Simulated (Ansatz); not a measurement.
# Nb3Ir in the A15 (Cr3Si type) structure (space group Pm-3n, No. 223)

```
CELL_PARAMETERS angstrom
      5.11151     0.00000     0.00000
      0.00000     5.11151     0.00000
      0.00000     0.00000     5.11151
ATOMIC_POSITIONS crystal
  Nb 0.50000 0.25000 0.00000
  Nb 0.50000 0.75000 0.00000
  Nb 0.25000 0.00000 0.50000
  Nb 0.75000 0.00000 0.50000
  Nb 0.00000 0.50000 0.25000
  Nb 0.00000 0.50000 0.75000
  Ir 0.50000 0.50000 0.50000
  Ir 0.00000 0.00000 0.00000
```

The values are results of PBEsol (Ansatz, a program for electronic structure; PAW; 420 eV plane waves; scalar-relativistic without spin-orbit coupling), not measurements. Settings: 9×9×9 k-points, 0.05 eV Fermi–Dirac smearing.

| Property | Result |
|---|---|
| Volume per atom | 16.69 Å³ |
| Density | 11.71 g/cm³ |
| Band gap | zero |
| Total energy | -6321.775 eV/atom (σ→0; compares only within this code and set-up) |

No phonon test of stability was made. All final runs are without spin polarisation.
